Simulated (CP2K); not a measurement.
**A self-consistent single point of CaZrN2 (R3m, 4 atoms in the cell) with CP2K**

Method of the run: LDA (Pade form), GPW, DZVP-MOLOPT-SR-GTH basis, GTH-PADE potentials (GTH_POTENTIALS) in CP2K.

Input:

```
&GLOBAL
  PROJECT calc
  RUN_TYPE ENERGY_FORCE
  PRINT_LEVEL LOW
&END GLOBAL
&FORCE_EVAL
  METHOD Quickstep
  STRESS_TENSOR ANALYTICAL
  &DFT
    BASIS_SET_FILE_NAME BASIS_MOLOPT
    POTENTIAL_FILE_NAME GTH_POTENTIALS
    &QS
      METHOD GPW
      EPS_DEFAULT 1E-10
    &END QS
    &MGRID
      CUTOFF 500
      REL_CUTOFF 50
      NGRIDS 5
    &END MGRID
    &SCF
      SCF_GUESS ATOMIC
      EPS_SCF 1E-6
      MAX_SCF 100
      ADDED_MOS 6
      &DIAGONALIZATION
        ALGORITHM STANDARD
      &END DIAGONALIZATION
      &MIXING
        METHOD BROYDEN_MIXING
        ALPHA 0.2
        NBUFFER 12
        BETA 1
      &END MIXING
      &SMEAR ON
        METHOD FERMI_DIRAC
        ELECTRONIC_TEMPERATURE [K] 232.09
      &END SMEAR
    &END SCF
    &KPOINTS
      SCHEME MONKHORST-PACK 4 4 4
      GAMMA_CENTERED T
    &END KPOINTS
    &XC
      &XC_FUNCTIONAL PADE
      &END XC_FUNCTIONAL
    &END XC
    &PRINT
      &MO
        EIGENVALUES T
        OCCUPATION_NUMBERS T
        NDIGITS 8
        FILENAME mo
        &EACH
          QS_SCF 0
        &END EACH
        ADD_LAST NUMERIC
      &END MO
      &MULLIKEN OFF
      &END MULLIKEN
    &END PRINT
  &END DFT
  &SUBSYS
    &CELL
      A 5.89459000 0.00000000 0.00000000
      B 4.97219900 3.16598000 0.00000000
      C 4.97220000 1.44862300 2.81512200
      PERIODIC XYZ
    &END CELL
    &COORD
      Ca       0.04732690     0.01378843     0.00841158
      Zr       7.91949450     2.30730150     1.40756100
      N        3.77158006     1.09882927     0.67033685
      N       12.06740894     3.51577373     2.14478515
    &END COORD
    &KIND Ca
      BASIS_SET DZVP-MOLOPT-SR-GTH-q10
      POTENTIAL GTH-PADE-q10
    &END KIND
    &KIND Zr
      BASIS_SET DZVP-MOLOPT-SR-GTH-q12
      POTENTIAL GTH-PADE-q12
    &END KIND
    &KIND N
      BASIS_SET DZVP-MOLOPT-SR-GTH-q5
      POTENTIAL GTH-PADE-q5
    &END KIND
  &END SUBSYS
  &PRINT
    &FORCES ON
    &END FORCES
    &STRESS_TENSOR ON
    &END STRESS_TENSOR
  &END PRINT
&END FORCE_EVAL
```

Output (repeated stretches shortened):

```
 GLOBAL| Method name                                                        CP2K
 GLOBAL| Project name                                                       calc
 GLOBAL| Run type                                                   ENERGY_FORCE

 TOTAL NUMBERS AND MAXIMUM NUMBERS

  Total number of            - Atomic kinds:                                   3
                             - Atoms:                                          4
                             - Shell sets:                                     4
                             - Shells:                                        24
                             - Primitive Cartesian functions:                 23
                             - Cartesian basis functions:                     74
                             - Spherical basis functions:                     66

  Maximum angular momentum of- Orbital basis functions:                        3
                             - Local part of the GTH pseudopotential:          2
                             - Non-local part of the GTH pseudopotential:      4

 SCF PARAMETERS         Density guess:                                    ATOMIC
                        max_scf:                                             100
                        max_diis:                                              4
                        eps_scf:                                        1.00E-06
                        eps_diis:                                       1.00E-01
                        eps_eigval:                                     1.00E-05
                        level_shift [a.u.]:                             0.000000
                        added MOs                                         6    0
                        Mixing method:                            BROYDEN_MIXING
                                                charge density mixing in g-space
                        Smear method:                                FERMI_DIRAC
                        Electronic temperature [K]:                        232.1
                        Electronic temperature [a.u.]:                  7.35E-04
                        Accuracy threshold:                             1.00E-10
                        No outer SCF

 Extrapolation method: initial_guess

 Number of electrons:                                                         32
 Number of occupied orbitals:                                                 16
 Number of molecular orbitals:                                                22

 Number of orbital functions:                                                 66
 Number of independent orbital functions:                                     66

 SCF WAVEFUNCTION OPTIMIZATION

  Step     Update method      Time    Convergence         Total energy    Change
     1 NoMix/Diag. 0.20E+00      -     2.28179322      -104.8537160695 -1.05E+02
     2 Broy./Diag. 0.20E+00      -     0.17552646      -102.4720560255  2.38E+00
     3 Broy./Diag. 0.20E+00      -     0.21085386      -103.6562186652 -1.18E+00
     4 Broy./Diag. 0.20E+00      -     0.04376170      -104.3302643359 -6.74E-01
     5 Broy./Diag. 0.20E+00      -     0.04144205      -103.9539129595  3.76E-01
     6 Broy./Diag. 0.20E+00      -     0.00572884      -104.0387009019 -8.48E-02
     7 Broy./Diag. 0.20E+00      -     0.00635793      -104.0410291921 -2.33E-03
   [... 3 lines left out ...]
    11 Broy./Diag. 0.20E+00      -     0.00008074      -104.0719289882  2.02E-04
    12 Broy./Diag. 0.20E+00      -     0.00011046      -104.0711092508  8.20E-04
    13 Broy./Diag. 0.20E+00      -     0.00001054      -104.0708460656  2.63E-04
    14 Broy./Diag. 0.20E+00      -     0.00001063      -104.0709105794 -6.45E-05
    15 Broy./Diag. 0.20E+00      -     0.00000069      -104.0709258753 -1.53E-05

  *** SCF run converged in    15 steps ***

  Electronic density on regular grids:        -31.9999999988        0.0000000012
  Core density on regular grids:               31.9999999982       -0.0000000018
  Total charge density on r-space grids:       -0.0000000006
  Total charge density g-space grids:          -0.0000000006

  Overlap energy of the core charge distribution:               0.00000000000116
  Self energy of the core charge distribution:               -207.53611878614927
  Core Hamiltonian energy:                                     50.20481446291046
  Hartree energy:                                              69.29857970688555
  Exchange-correlation energy:                                -16.03820038739966
  Electronic entropic energy:                                  -0.00000087158520
  Fermi energy:                                                 0.35992580333684

  Total energy:                                              -104.07092587529412
  Total energy (extrapolated to T->0):                       -104.07092543950152

 ENERGY| Total FORCE_EVAL ( QS ) energy [hartree]           -104.070937523500490

 FORCES| Atomic forces [hartree/bohr]
 FORCES|   Atom     x               y               z               |f|
 FORCES|      1 -1.05725947E-02 -3.08018157E-03 -1.87907836E-03   1.11713120E-02
 FORCES|      2  1.27019757E-02  3.70084823E-03  2.25745164E-03   1.34213469E-02
 FORCES|      3 -3.48537884E-03 -1.01553249E-03 -6.19331604E-04   3.68276303E-03
 FORCES|      4  1.36001368E-03  3.96035858E-04  2.41672091E-04   1.43697148E-03
 FORCES| Sum     4.01590155E-06  1.17001786E-06  7.13765072E-07
 FORCES| Total atomic force                                       4.24333213E-06

 STRESS| Analytical stress tensor [bar]
 STRESS|                        x                   y                   z
 STRESS|      x       -6.13436251059E+04  -3.09258920552E+03  -1.88710041145E+03
 STRESS|      y       -3.09258920552E+03  -5.16296111881E+04  -5.49487451498E+02
 STRESS|      z       -1.88710041145E+03  -5.49487451498E+02  -5.10619436547E+04
 STRESS| 1/3 Trace                                            -5.46783933162E+04
```

The run converged in 15 iterations.

The starting cell comes from a database of computed structures (which also holds hypothetical and non-ambient phases and stackings), without a prior relaxation at this level. Its lattice was rescaled by up to half a per cent. One atom was moved a little off its site on purpose. Values carry the incompleteness of an atom-centred basis. With a pressure of about -5 GPa the cell is away from its equilibrium volume at this level.

Cost on one core of a shared machine: roughly 2 min.
